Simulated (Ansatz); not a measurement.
System: SrGaHO2 (model structure, started from the SrVO2H type, P4/mmm, No. 123, 5 atoms in the cell). Method: PBEsol+SOC in Ansatz (PAW).

Output (set-up and result lines):

```
Crystal: 5 atoms, lattice volume = 55.493 Å³
Basis set: ecut = 520 eV, 1509 PW (Γ), exchange–correlation on 60×60×54 points (8 copies of the dense FFT grid, shifted against one another)
Bands: 46, of which v1, the nominal top of the filled ones, is band 36 counted from 1 (35 counted from 0)
Symmetry: 16 space group operations + 16 with time reversal
k-points: 90 of 640
Initial density: superposition of atomic densities (chi_scale 0.1, normalization cell, long waves kept (reshape's long-wave potential 0.00 eV rms))
Functional: x = pbesol(κ = 0.804, μ = 0.12345679012345678), c = pbesol(β = 0.046)
spin=Noncollinear: Resta preconditioning applied to the charge; magnetization (m_x, m_y, m_z) channels mix plain (no charge-response kernel on spin).
SCF 1 converged in 11 iterations: F = -8377.299887 eV  dr2 = 5.62e-11
SCF converged after 11 iterations
Free energy (F): -8377.299887 eV
Internal energy: -8377.299887 eV  (E = F + TS)
E sigma→0 (E₀):  -8377.299887 eV
Fermi energy:    9.585009 eV
--- Forces (eV/Å), atoms counted from 1 ---
  atom   1  Sr    -0.00000000    -0.00000000    -0.00000000
  atom   2  Ga     0.00000000    -0.00000000     0.00000000
  atom   3  O      0.00000000    -0.00000000    -0.00000000
  atom   4  O      0.00000000    -0.00000000     0.00000000
  atom   5  H     -0.00000000    -0.00000000     0.00000000
--- Stress (GPa, compression-positive) ---
       -0.005675       0.000000      -0.000000
        0.000000      -0.005675      -0.000000
       -0.000000      -0.000000      -0.006393
  P = ⅓ Tr σ = -0.0059 GPa (-0.059 kbar)
```

Write an input file that could have produced this run (the log leaves some choices open).

One answer among several that fit: 
Ansatz 0.2 input:
```yaml
crystal:
  lattice:
    - [3.9365514857, 0.0, 0.0]
    - [0.0, 3.9365514857, 0.0]
    - [0.0, 0.0, 3.5810256476]
  atoms:
    - { symbol: Sr, position: [0.5, 0.5, 0.5] }
    - { symbol: Ga, position: [0.0, 0.0, 0.0] }
    - { symbol: O, position: [0.5, 0.0, 0.0] }
    - { symbol: O, position: [0.0, 0.5, 0.0] }
    - { symbol: H, position: [0.0, 0.0, 0.5] }
basis:
  ecutwfc: 520
  ecutrho_ratio: 4
  xc_grid: 2
kpoints:
  mp_grid: { grid: [8, 8, 10] }
  band_path:
    path:
      - [0.0, 0.0, 0.0]
      - [0.0, 0.071429, 0.0]
      - [0.0, 0.142857, 0.0]
      - [0.0, 0.214286, 0.0]
      - [0.0, 0.285714, 0.0]
      - [0.0, 0.357143, 0.0]
      - [0.0, 0.428571, 0.0]
      - [0.0, 0.5, 0.0]
      - [0.071429, 0.5, 0.0]
      - [0.142857, 0.5, 0.0]
      - [0.214286, 0.5, 0.0]
      - [0.285714, 0.5, 0.0]
      - [0.357143, 0.5, 0.0]
      - [0.428571, 0.5, 0.0]
      - [0.5, 0.5, 0.0]
      - [0.454545, 0.454545, 0.0]
      - [0.409091, 0.409091, 0.0]
      - [0.363636, 0.363636, 0.0]
      - [0.318182, 0.318182, 0.0]
      - [0.272727, 0.272727, 0.0]
      - [0.227273, 0.227273, 0.0]
      - [0.181818, 0.181818, 0.0]
      - [0.136364, 0.136364, 0.0]
      - [0.090909, 0.090909, 0.0]
      - [0.045455, 0.045455, 0.0]
      - [0.0, 0.0, 0.0625]
      - [0.0, 0.0, 0.125]
      - [0.0, 0.0, 0.1875]
      - [0.0, 0.0, 0.25]
      - [0.0, 0.0, 0.3125]
      - [0.0, 0.0, 0.375]
      - [0.0, 0.0, 0.4375]
      - [0.0, 0.0, 0.5]
      - [0.0, 0.071429, 0.5]
      - [0.0, 0.142857, 0.5]
      - [0.0, 0.214286, 0.5]
      - [0.0, 0.285714, 0.5]
      - [0.0, 0.357143, 0.5]
      - [0.0, 0.428571, 0.5]
      - [0.0, 0.5, 0.5]
      - [0.071429, 0.5, 0.5]
      - [0.142857, 0.5, 0.5]
      - [0.214286, 0.5, 0.5]
      - [0.285714, 0.5, 0.5]
      - [0.357143, 0.5, 0.5]
      - [0.428571, 0.5, 0.5]
      - [0.5, 0.5, 0.5]
      - [0.454545, 0.454545, 0.5]
      - [0.409091, 0.409091, 0.5]
      - [0.363636, 0.363636, 0.5]
      - [0.318182, 0.318182, 0.5]
      - [0.272727, 0.272727, 0.5]
      - [0.227273, 0.227273, 0.5]
      - [0.181818, 0.181818, 0.5]
      - [0.136364, 0.136364, 0.5]
      - [0.090909, 0.090909, 0.5]
      - [0.045455, 0.045455, 0.5]
      - [0.0, 0.5, 0.0625]
      - [0.0, 0.5, 0.125]
      - [0.0, 0.5, 0.1875]
      - [0.0, 0.5, 0.25]
      - [0.0, 0.5, 0.3125]
      - [0.0, 0.5, 0.375]
      - [0.0, 0.5, 0.4375]
      - [0.5, 0.5, 0.0625]
      - [0.5, 0.5, 0.125]
      - [0.5, 0.5, 0.1875]
      - [0.5, 0.5, 0.25]
      - [0.5, 0.5, 0.3125]
      - [0.5, 0.5, 0.375]
      - [0.5, 0.5, 0.4375]
    npoints: 1
hamiltonian:
  xc: pbesol
  dispersion: none
  pseudopotentials: { kind: paw }
scf:
  occupations: { method: fermi_dirac, width: 0.01 }
  convergence: { dr2_threshold: 0.0000000005 }
output:
  forces: true
  stress: true
  eigenvalues: true
  write_bands: true
magnetization:
  noncollinear: true
  spin_orbit: true
```

The PAW data were made under PBE.

Note: the relaxation could raise the start's symmetry but not lower it, so the cell can be a saddle point.

Computing time: around 90 core-seconds (rough).

A model structure was made by putting elements into a prototype or built by hand; it is no filed structure, need not be a known phase, and can be a saddle point held by its symmetry.

Ansatz is a program for electronic structure.
